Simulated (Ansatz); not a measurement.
System: BAs (model structure, started from the BN type, Pm-3n, No. 223, 12 atoms in the cell). Method: HSE06 (plane waves, PAW; Ansatz, an electronic-structure program).

Numerical settings: plane-wave cutoff 460 eV, 4×4×4 k mesh, Fermi–Dirac smearing 0.01 eV, scalar-relativistic PAW data made under PBE.

Cell (relaxed with PBEsol):

```yaml
crystal:
  lattice:
    - [5.87426, 0.00000, 0.00000]
    - [0.00000, 5.87426, 0.00000]
    - [0.00000, 0.00000, 5.87426]
  atoms:
    - { symbol: B, position: [0.25000, 0.00000, 0.50000] }
    - { symbol: B, position: [0.50000, 0.25000, 0.00000] }
    - { symbol: B, position: [0.50000, 0.75000, 0.00000] }
    - { symbol: B, position: [0.75000, 0.00000, 0.50000] }
    - { symbol: B, position: [0.00000, 0.50000, 0.75000] }
    - { symbol: B, position: [0.00000, 0.50000, 0.25000] }
    - { symbol: As, position: [0.25000, 0.50000, 0.00000] }
    - { symbol: As, position: [0.00000, 0.25000, 0.50000] }
    - { symbol: As, position: [0.00000, 0.75000, 0.50000] }
    - { symbol: As, position: [0.75000, 0.50000, 0.00000] }
    - { symbol: As, position: [0.50000, 0.00000, 0.75000] }
    - { symbol: As, position: [0.50000, 0.00000, 0.25000] }
```

Problem. Give the computed band gap, smallest direct gap on the k points sampled and Γ–Γ gap.

Solution. 
- band gap: 1.18 eV (indirect)
- smallest direct gap on the k points sampled: 1.60 eV
- Γ–Γ gap: 1.76 eV

Note: the relaxation could raise the start's symmetry but not lower it, so the cell can be a saddle point.

Spin–orbit coupling is not included.

A model structure was made by putting elements into a prototype or built by hand; it is no filed structure, need not be a known phase, and can be a saddle point held by its symmetry.
